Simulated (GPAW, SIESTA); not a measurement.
A GPAW input for a self-consistent single point of MnO2 (P4_2/mnm, 6 atoms in the cell) (DFT PBE, plane waves, GPAW PAW datasets PBE (gpaw-data 1.0.1)):

```python
from ase import Atoms
from ase.units import GPa
from gpaw import GPAW, PW, FermiDirac

atoms = Atoms(['Mn', 'Mn', 'O', 'O', 'O', 'O'],
              cell=[[4.230045, 0.000000, 0.000000],
                    [0.000000, 4.230045, 0.000000],
                    [0.000000, 0.000000, 2.756073]],
              scaled_positions=[[0.000000, 0.000000, 0.000000],
                                [0.500000, 0.500000, 0.500000],
                                [0.304920, 0.304920, 0.000000],
                                [0.695080, 0.695080, 0.000000],
                                [0.195080, 0.804920, 0.500000],
                                [0.804920, 0.195080, 0.500000]],
              pbc=True)

atoms.set_initial_magnetic_moments([4.0, 4.0, 0.0, 0.0, 0.0, 0.0])

calc = GPAW(spinpol=True,
            mode=PW(950),
            xc='PBE',
            kpts={'size': (5, 5, 8), 'gamma': True},
            occupations=FermiDirac(0.1),
            nbands=-12,
            convergence={'density': 1e-05},
            symmetry={'symmorphic': False, 'tolerance': 0.0005},
            maxiter=100,
            txt='-')

atoms.calc = calc

energy = atoms.get_potential_energy()
print('Energy (eV):', round(energy, 6))
forces = atoms.get_forces()
print('Forces (eV/Ang):')
print(forces.round(5))
stress = atoms.get_stress()
print('Stress (GPa, Voigt):', (stress / GPa).round(4))
```

Problem. Write the same calculation as an input for SIESTA.

Solution. One input that does it (others would too):

```
# files in the folder: Mn.psml O.psml (PseudoDojo PBE standard)
SystemName  MnO2
SystemLabel siesta

NumberOfAtoms                6
NumberOfSpecies              2
%block ChemicalSpeciesLabel
  1 25 Mn
  2 8 O
%endblock ChemicalSpeciesLabel
LatticeConstant              1.0 Ang
%block LatticeVectors
     4.230045000    0.000000000    0.000000000
     0.000000000    4.230045000    0.000000000
     0.000000000    0.000000000    2.756073000
%endblock LatticeVectors
AtomicCoordinatesFormat      Fractional
%block AtomicCoordinatesAndAtomicSpecies
     0.000000000    0.000000000    0.000000000  1
     0.500000000    0.500000000    0.500000000  1
     0.304920000    0.304920000    0.000000000  2
     0.695080000    0.695080000    0.000000000  2
     0.195080000    0.804920000    0.500000000  2
     0.804920000    0.195080000    0.500000000  2
%endblock AtomicCoordinatesAndAtomicSpecies

XC.functional                GGA
XC.authors                   PBE
PAO.BasisSize                DZP
PAO.EnergyShift              0.005 Ry
MeshCutoff                   300 Ry
%block kgrid.MonkhorstPack
    5   0   0  0.0
    0   5   0  0.0
    0   0   8  0.0
%endblock kgrid.MonkhorstPack
OccupationFunction           FD
ElectronicTemperature        100.0 meV
Spin                         polarized
%block DM.InitSpin
  1 +4.00
  2 +4.00
  3 +0.00
  4 +0.00
  5 +0.00
  6 +0.00
%endblock DM.InitSpin

MaxSCFIterations             150
SCF.Mixer.Method             Pulay
SCF.Mixer.Weight             0.1
SCF.Mixer.History            8
SCF.DM.Tolerance             1.0E-05
Diag.ParallelOverK           true
WriteForces                  true
Charge.Mulliken              end
```

Basis settings and potentials, where a program has them, do not carry over. This input uses DFT, GGA PBE, numerical atomic orbitals DZP, PseudoDojo PBE standard norm-conserving potentials (rewritten from UPF to PSML).

The starting cell comes from a database of computed structures (which also holds hypothetical and non-ambient phases and stackings), without a prior relaxation at this level. Its lattice was rescaled by a random factor within 2.5 % of one. For this run, on top of that: lattice scaled by 0.98.
